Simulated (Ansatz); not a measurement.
The structure below was relaxed with Ansatz (a program for electronic structure) PBEsol, no spin-orbit coupling, at pressure 7.5 GPa.

```yaml
crystal:
  lattice:
    - [0.00000, 1.98292, 1.98292]
    - [1.98292, 0.00000, 1.98292]
    - [1.98292, 1.98292, 0.00000]
  atoms:
    - { symbol: W, position: [0.00000, 0.00000, 0.00000] }
```

**Question.** Find the space group and the Wyckoff positions.

**Answer.** Space group Fm-3m (No. 225); a = b = c = 3.966 Å, α = β = γ = 90.00°

```csv
atom,site,symmetry,x,y,z
W,4a,m-3m,0.0000,0.0000,0.0000
```

**Question.** Describe the coordination.

**Answer.** The crystal has 4 atoms in its conventional cell. Lattice parameters: a = 3.9658 Å, b = 3.9658 Å, c = 3.9658 Å, α = 90.00°, β = 90.00°, γ = 90.00°. W sees 12 W at 2.804 Å (cuboctahedral). (Neighbours: up to the widest gap in distance over summed covalent radii, below 1.35, at either atom.)

Load acts through the strain it causes; cell and atoms are relaxed under it. No phonon test of stability was made. Competing high-pressure phases were not computed. The final runs are not spin-polarised. The cell was made from W in the fcc (Cu type) structure (space group Fm-3m, No. 225) by this change: pressure 7.5 GPa. This is not the structure that W has at room temperature and ambient pressure.
